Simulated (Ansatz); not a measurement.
System: BN (R3m, No. 160, 2 atoms in the cell; start mp-13150; a measured phase of this formula has another space group). Method: LDA in Ansatz (PAW).

Run with plane-wave cutoff 520 eV, 16×16×16 k mesh, Fermi–Dirac smearing 0.01 eV, scalar-relativistic PAW data made under PBE.

Cell (relaxed at this level):

BN is modelled in the trigonal space group R3m, hexagonal axes (No. 160), Pearson symbol hR2. Cell: a = b = 2.489 Å, c = 9.682 Å, α = β = 90.00°, γ = 120.00°. B on 3a is coordinated by 3 N at 1.437 Å (trigonal planar). N on 3a has 3 B at 1.437 Å (trigonal planar). (Neighbours: up to the widest gap in distance over summed covalent radii, below 1.35, at either atom.)
(The calculation used a cell of 2 atoms; values per cell refer to that cell.)

### Question
Give the computed band gap, smallest direct gap on the k points sampled and Γ–Γ gap.

### Answer

band gap: 3.96 eV (indirect)
smallest direct gap on the k points sampled: 4.60 eV
Γ–Γ gap: 6.42 eV

Cost on a shared machine: about 6 core-seconds (a rough figure).

A start named mp-… is a Materials Project structure, which need not be a measured phase.

Ansatz is a first-principles code.
